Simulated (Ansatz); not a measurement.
Take MgO in the rock salt structure (space group Fm-3m, No. 225) as the base.

```
CELL_PARAMETERS angstrom
      0.00000     2.10707     2.10707
      2.10707     0.00000     2.10707
      2.10707     2.10707     0.00000
ATOMIC_POSITIONS crystal
  Mg 0.00000 0.00000 0.00000
  O  0.50000 0.50000 0.50000
```

Method: Ansatz (a quantum-chemistry and plane-wave program) PBEsol, without spin-orbit coupling.

Before the change:

| Quantity | Value |
|---|---|
| Gap between the host's bands | 4.62 eV |
| Gap character | direct at Γ |

Now apply this change: 0.0561 holes added to each cell, a density of 3.0×10^21 cm⁻³, with a uniform compensating background at fixed cell and a 300 K Fermi–Dirac width.

Problem. What happens to the gap between the host's bands?

Solution. The gap between the host's bands rises by 0.10 eV, from 4.62 eV to 4.72 eV.

Problem. Estimate the effect on the gap character.

Solution. The gap character is still direct at Γ.

Problem. How does this affect the Fermi level from band edge?

Solution. The Fermi level relative to the doped band's edge (positive inside the band; to 0.05 eV) amounts to +0.15 eV.

Carriers are added with a uniform compensating background; total energy and stress of such cells depend on the potential's zero and are not compared; many-body gap narrowing is missing at this level. No phonon test of stability was made. The base started in Pnma and relaxed to Fm-3m at this level.
